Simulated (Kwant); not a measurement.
Device: wire with a side stub in a InAs two-dimensional gas. Effective mass 0.023 mₑ, grid spacing 8.3 nm, hard walls, nominal width 170 nm (21 grid rows, so walls 182.6 nm apart), one parabolic valley, scattering region 600 nm long along x; energies count from the band bottom; Fermi energy swept from 0.00032698 to 0.0038829 eV. Closed stub on one side, 270 nm wide and 320 nm deep.

The device is made up for the run: typed textbook-type constants, with dimensions and the other settings drawn at random.

Computed with Kwant: effective-mass tight-binding model on a square grid, one spin, coherent transport at 0 K. Conductance is in e²/h.

How many channels do the leads carry at E = 2.72 meV?

The hard-wall thresholds are n² ħ²π²/(2mW²) = n² × 0.490 meV with W = 182.6 nm. √(2.72/0.490) = 2.35, so 2.
